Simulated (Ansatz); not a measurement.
Take SnSe$_{2}$ in the CdI2 type structure (space group P-3m1, No. 164; a = 3.826 Å, c = 6.231 Å; layered, stacked along the Cartesian z axis) as the base. Axes: x lies along a and z along c of the hexagonal cell.

Computed with r2SCAN+rVV10/PAW in Ansatz (a quantum-chemistry and plane-wave program), no spin-orbit coupling.

For the base:

```
Item         Value
--------  --------
Pressure  0.0 kbar
```

The change: strain tensor (xx, yy, zz, yz, xz, xy) = (−1.91, −0.92, +0.57, +0.75, +0.66, +0.72) %, atoms relaxed at fixed cell.

**Question.** What does the calculation give for the pressure and largest internal atomic displacement after the change?

**Answer.** The pressure (mean of the normal stresses, compression positive) goes from zero to 14.6 kbar; the largest internal atomic displacement is 0.026 Å.

Stability against distortions was not tested.
